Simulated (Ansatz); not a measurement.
Start from BN (space group P6_3/mmc, No. 194; a = 2.501 Å, c = 6.526 Å; layered, stacked along the Cartesian z axis).

Calculations: plane-wave PAW DFT at the r2SCAN+rVV10 level (Ansatz, an electronic-structure program, 500 eV), no spin-orbit coupling.

For the base:

| Property | Value |
|---|---|
| Gap character | indirect, k = (0.296, 0.296, 0) in the run's primitive reciprocal basis → M |
| Gap between the host's bands | 4.73 eV |

The change: 0.707 electrons added to each cell, a density of 2.0×10^22 cm⁻³, with a uniform compensating background at fixed cell and a 300 K Fermi–Dirac width.

Task: Estimate the effect on the gap character.

Result: The gap character stays indirect, k = (0.296, 0.296, 0) in the run's primitive reciprocal basis → M.

Task: How does this affect the gap between the host's bands?

Result: The gap between the host's bands falls by 0.16 eV to 4.57 eV.

Task: Predict the new Fermi level from band edge.

Result: The Fermi level relative to the doped band's edge (positive inside the band; to 0.05 eV) amounts to +0.95 eV.

Charged cell with a jellium background: band edges are those of the host's band count, energies are not comparable with the neutral cell, and many-body gap narrowing is missing. No phonon test of stability was made.
